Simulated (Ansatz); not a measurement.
**ZrO2, response to strain**

The parent structure is ZrO2 (space group P4_2/nmc, No. 137; a = 3.621 Å, c = 5.283 Å). Axes: x, y, z lie along a, b, c of the conventional cell.

Strains are applied to the cell and any free atomic positions relax; under biaxial strain the out-of-plane vector relaxes too.

All numbers come from Ansatz (a first-principles code) PBE, no spin-orbit coupling.

| case | band gap | gap character | electron mass | volume per atom |
|---|---|---|---|---|
| base | 4.04 eV | indirect, k = (0.222, 0.222, 0) in the run's primitive reciprocal basis → Γ | 2.3 mₑ along c, 0.61 mₑ across (at Γ) | 11.54 Å³ |
| biaxial strain −4.02 %, plane normal [001], relaxed out of plane | 4.36 eV | indirect, A → Γ | 2.4 mₑ out of plane, 0.71 mₑ in plane (at Γ) | 10.88 Å³ |
| biaxial strain −1.39 %, plane normal [001], relaxed out of plane | 4.16 eV | ? | 2.3 mₑ out of plane, 0.64 mₑ in plane (at Γ) | 11.30 Å³ |
| biaxial strain +0.38 %, plane normal [001], relaxed out of plane | 3.96 eV | indirect, k = (0.222, 0.222, 0) in the run's primitive reciprocal basis → Γ | 2.3 mₑ out of plane, 0.61 mₑ in plane (at Γ) | ? |
| biaxial strain +1.95 %, plane normal [001], relaxed out of plane | 3.66 eV | indirect, k = (0.222, 0.222, 0) in the run's primitive reciprocal basis → Γ | 2.3 mₑ out of plane, 0.58 mₑ in plane (at Γ) | 11.91 Å³ |
| biaxial strain +3.48 %, plane normal [001], relaxed out of plane | ? | indirect, k = (0.222, 0.222, 0) in the run's primitive reciprocal basis → Γ | 2.3 mₑ out of plane, 0.57 mₑ in plane (at Γ) | 12.22 Å³ |
| isotropic strain −2.74 % | 4.10 eV | indirect, A → Γ | 2.1 mₑ along c, 0.59 mₑ across (at Γ) | 10.62 Å³ |
| isotropic strain +1.28 % | 3.90 eV | – | 2.4 mₑ along c, 0.61 mₑ across (at Γ) | 11.99 Å³ |
| isotropic strain +2.75 % | 3.75 eV | – | ? | 12.52 Å³ |

Question: Complete the table.

Answer: 
- biaxial strain −1.39 %, plane normal [001], relaxed out of plane, gap character: indirect, Z → Γ
- biaxial strain +0.38 %, plane normal [001], relaxed out of plane, volume per atom: 11.61 Å³
- biaxial strain +3.48 %, plane normal [001], relaxed out of plane, band gap: 3.38 eV
- isotropic strain +2.75 %, electron mass: 2.5 mₑ along c, 0.61 mₑ across (at Γ)

Masses are band curvatures over ±0.01 Å⁻¹ around the edge. Stability against distortions was not tested. This is not the structure that ZrO2 has at room temperature and ambient pressure.
